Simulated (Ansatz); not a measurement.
Method: PBE (plane waves to 420 eV, PAW; Ansatz, a quantum-chemistry and plane-wave program).

Planar average of the electrostatic potential across the slab, in eV from the highest filled level, for a constructed model of the (0001) surface of 4H silicon carbide, Si-terminated, (√3x√3)R30° Bi adatom at H3 (bottom of the slab: 3 H on 3 bottom sites):

(z (Å), V (eV)): (3.72, 3.76); (4.01, 3.76); (4.30, 3.76); (4.58, 3.76); (4.87, 3.76); (5.16, 3.76); (5.44, 3.76); (5.73, 3.76); (6.02, 3.76); (6.30, 3.75); (6.59, 3.73); (6.88, 3.68); (7.16, 3.57); (7.45, 3.28); (7.73, 2.47); (8.02, 0.69); (8.31, 0.99); (8.59, 0.08); (8.88, -5.59); (9.17, -12.00); (9.45, -15.22); (9.74, -14.46); (10.03, -12.01); (10.31, -7.19); (10.60, -1.73); (10.89, 0.57); (11.17, -1.03); (11.46, -6.90); (11.74, -13.11); (12.03, -15.59); (12.32, -14.30); (12.60, -11.40); (12.89, -6.14); (13.18, -0.98); (13.46, 0.72); (13.75, -1.74); (14.04, -7.98); (14.32, -13.83); (14.61, -15.52); (14.90, -13.91); (15.18, -10.67); (15.47, -5.13); (15.76, -0.40); (16.04, 0.82); (16.33, -2.25); (16.61, -8.54); (16.90, -13.90); (17.19, -15.13); (17.47, -13.48); (17.76, -10.16); (18.05, -4.66); (18.33, -0.15); (18.62, 1.49); (18.91, 0.90); (19.19, -1.71); (19.48, -4.15); (19.77, -4.67); (20.05, -2.96); (20.34, 0.21); (20.62, 2.66); (20.91, 3.87); (21.20, 4.46); (21.48, 4.74); (21.77, 4.88); (22.06, 4.95); (22.34, 4.98); (22.63, 5.00); (22.92, 5.01); (23.20, 5.01); (23.49, 5.01); (23.78, 5.01); (24.06, 5.01)

Set-up: 28 atoms, 11.4 Å thick at the start with caps and adatoms (thin: gaps and levels are the slab's own); mesh 6x6x1; 0.025 eV smearing; dipole correction on; 6 atoms held, the rest relaxed; symmetry of the start imposed; no spin, no spin-orbit, no U. In PBE it lies 0.10 eV a 1x1 cell over the lowest computed structure of the same composition ((√3x√3)R30° Bi adatom at T4).

Problem. The surface cell has an area of 24.87 Å². What dipole along the normal does the step between the two vacuum levels imply?

Solution. the top vacuum level lies 1.25 eV above the bottom one; p = −ε₀ A ΔV (ε₀ = 0.005526 e/(V·Å)) gives -0.17 e·Å a cell.
